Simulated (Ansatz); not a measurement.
Take SnO2 in the rutile structure (space group P4_2/mnm, No. 136; a = 4.7692 Å, c = 3.2120 Å) as the base. Axes: x, y, z lie along a, b, c of the conventional cell.

All numbers come from Ansatz (a quantum-chemistry and plane-wave program) PBEsol, without spin-orbit coupling.

Before the change:

| Item | Result |
|---|---|
| Valence-band top at Γ | 0.00, -0.77, -0.77 eV |
| Electron mass | 0.17 mₑ along c, 0.19 mₑ across (at Γ) |
| Hole mass | 1.7 mₑ along c, 1.3 mₑ across (at Γ) |

Modification: tensile biaxial strain of 0.60 % in the plane normal to [001], as in epitaxy on a mismatched substrate; the out-of-plane cell vector and the atoms relax.

**Question.** How does this affect the valence-band top at Γ, electron mass and hole mass?

**Answer.** The valence-band top at Γ (three highest levels, from the VBM) becomes 0.00, -0.78, -0.78 eV (base: 0.00, -0.77, -0.77 eV); the electron mass goes from 0.17 mₑ along c, 0.19 mₑ across (at Γ) to 0.17 mₑ out of plane, 0.19 mₑ in plane (at Γ); the hole mass goes from 1.7 mₑ along c, 1.3 mₑ across (at Γ) to 1.8 mₑ out of plane, 1.3 mₑ in plane (at Γ).

The levels and masses belong to the bands next to the band gap. Effective masses come from finite differences of ±0.01 Å⁻¹. Whether these cells are dynamically stable was not tested.
